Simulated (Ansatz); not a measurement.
Be in the hcp (Mg type) structure (space group P6_3/mmc, No. 194)

Be has the hexagonal space group P6₃/mmc (No. 194), the hcp (Mg type) structure, Pearson symbol hP2. Conventional cell: a = b = 2.264 Å, c = 3.561 Å, α = β = 90.00°, γ = 120.00°. Be on 2d has 12 Be at 2.209–2.264 Å (anticuboctahedral). (Neighbours: up to the widest gap in distance over summed covalent radii, below 1.35, at either atom.)

Calculations: PBE/PAW in Ansatz (an electronic-structure program), without spin-orbit coupling, earlier PAW set. k-mesh 23×23×13 (Γ-centred); smearing 0.05 eV (Fermi–Dirac).

* **Volume per atom**: 7.91 Å³
* **Density**: 1.89 g/cm³
* **Band gap**: zero
* **Total energy**: -92.765 eV/atom (σ→0; compares only within this code and set-up)

Stability against distortions was not tested.
